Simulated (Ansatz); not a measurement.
The starting structures come from a database of crystals and need not be the phases stable at ambient conditions.

 Where the default PAW files enter, the runs use the earlier of Ansatz's two default sets.

Input:

```
CELL_PARAMETERS angstrom
      3.24090     0.00000     0.00000
      0.00000     4.86658     0.00000
      0.00000     0.00000     4.78800
ATOMIC_POSITIONS crystal
  Sn 0.50000 0.50000 0.50000
  Sn 0.00000 0.00000 0.00000
  O  0.00000 0.32104 0.29185
  O  0.00000 0.67896 0.70815
  O  0.50000 0.17896 0.79185
  O  0.50000 0.82104 0.20815
```

Space group of this cell: Pnnm. The cell is taken as given; by r2SCAN its mean pressure is -8.3 GPa.

The numbers are results of r2SCAN (plane waves, PAW; Ansatz, a quantum-chemistry and plane-wave program), not measurements.

The current runs along the normal of the first two printed vectors; no spin-orbit coupling. Scaled by the factor s: all lengths (ions clamped). Meshes 10×6×6 and 10×6 across the current in all rows.

```tsv
s	mean pressure (GPa)	slowest mid-gap decay constant κ (1/Å)
0.98	4.0	0.215
1.00	-8.3	0.170
1.02	-17.2	?
```

Problem. Take the slope of the slowest mid-gap decay constant κ against ln s from the two given rows, extrapolate to s = 1.02, and say what the run there gives.

Solution. Slope = (0.215 − 0.170) / ln 0.98 = -2.23 1/Å. The line gives 0.170 + (-2.23) × ln 1.02 = 0.126 1/Å. The run gives 0.129 1/Å, 0.003 1/Å over the line, 7 % of the predicted step.
